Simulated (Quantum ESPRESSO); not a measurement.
Quantum ESPRESSO is run on LaMg₆Sn (Amm2, 8 atoms in the cell), and the run fails. The aim is a self-consistent single point with DFT, PBEsol, plane waves, GBRV 1.5 ultrasoft (PBESOL) pseudopotentials.

Input as run:

```fortran
&control
   calculation = 'scf',
   outdir = './tmp',
   pseudo_dir = './',
   tprnfor = .true.,
   tstress = .true.,
/
&system
   ibrav = 0,
   nat = 8,
   ntyp = 3,
   ecutwfc = 40,
   ecutrho = 200,
   occupations = 'smearing',
   smearing = marzari-vanderbilt,
   degauss = 0.0036749,
/
&electrons
   conv_thr = 1e-10,
   mixing_beta = 0.7,
/
ATOMIC_SPECIES
La   138.9055  la_pbesol_v1.uspp.F.UPF
Mg    24.3050  mg_pbesol_v1.4.uspp.F.UPF
Sn   118.7100  sn_pbesol_v1.4.uspp.F.UPF
CELL_PARAMETERS angstrom
   5.127951000     0.000000000     0.000000000
   0.000000000     3.380997000     5.877247000
   0.000000000    -3.380997000     5.877247000
ATOMIC_POSITIONS alat
La    0.500000000    0.000000000    1.540729063
Mg    0.000000000    0.349667528    1.322232754
Mg    0.000000000   -0.349667528    1.322232754
Mg    0.000000000    0.000000000    0.762009317
Mg    0.500000000    0.328542688    0.964803783
Mg    0.500000000   -0.328542688    0.964803783
Mg    0.500000000    0.000000000    0.372901590
Sn    0.000000000    0.000000000    1.919269564
K_POINTS automatic
4 3 3  1 1 1
```

Output, abridged:

```
     This program is part of the open-source Quantum ESPRESSO suite
     for quantum simulation of materials; please cite

 %%%%%%%%%%%%%%%%%%%%%%%%%%%%%%%%%%%%%%%%%%%%%%%%%%%%%%%%%%%%%%%%%%%%%%%%%%%%%%
     Error in routine  read_namelists (1):
      bad line in namelist &system: "   degauss = 0.0036749," (error could be in the previous line)
 %%%%%%%%%%%%%%%%%%%%%%%%%%%%%%%%%%%%%%%%%%%%%%%%%%%%%%%%%%%%%%%%%%%%%%%%%%%%%%

     stopping ...
```

Question: Read the log: what does the program object to, and what is the fix?

Answer: The fault is a string without quotes in a namelist. Fortran namelists need character values in quotes. To fix it, quote the value. The program stopped before any SCF iteration.

The sound input it was made from differs as follows (other fixes are possible):
```diff
-   smearing = marzari-vanderbilt,
+   smearing = 'marzari-vanderbilt',
```

With that input, the run converged in 14 iterations: free energy E − TS -13766.9770 eV; Fermi level (on the code's own zero) 7.04 eV; pressure -1.02 GPa; largest force (vector length) 0.308 eV/Å (DFT, PBEsol, plane waves, GBRV 1.5 ultrasoft (PBESOL) pseudopotentials).

On the sound input: the starting cell comes from a database of computed structures (which also holds hypothetical and non-ambient phases and stackings), without a prior relaxation at this level. Its lattice was rescaled by a random factor within 2.5 % of one.
